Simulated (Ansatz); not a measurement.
# BC5 (space group I-4m2, No. 119; a cell from a computed database, its experimental status unchecked)

```cif
data_C5B
_chemical_formula_sum 'B1 C5'
_space_group_name_H-M_alt 'P 1'
_space_group_IT_number 1
_cell_length_a 5.97605
_cell_length_b 5.97605
_cell_length_c 5.97605
_cell_angle_alpha 155.722
_cell_angle_beta 155.722
_cell_angle_gamma 34.601
loop_
_space_group_symop_operation_xyz
  'x, y, z'
loop_
_atom_site_label
_atom_site_type_symbol
_atom_site_fract_x
_atom_site_fract_y
_atom_site_fract_z
_atom_site_occupancy
B1 B 0.75000 0.25000 0.50000 1
C1 C 0.84387 0.84387 0.00000 1
C2 C 0.15613 0.15613 0.00000 1
C3 C 0.50000 0.50000 0.00000 1
C4 C 0.41998 0.91998 0.50000 1
C5 C 0.08002 0.58002 0.50000 1
```

Level of theory: PBE/PAW in Ansatz (a quantum-chemistry and plane-wave program), no spin-orbit coupling. Γ-centred 20×20×20 mesh, Fermi–Dirac width 0.05 eV.

Volume per atom: 6.01 Å³
Density: 3.27 g/cm³
Band gap: zero
Total energy: -234.882 eV/atom (σ→0; compares only within this code and set-up)

Stability against distortions was not tested. All final runs are without spin polarisation. An odd electron count without spin: BC5.
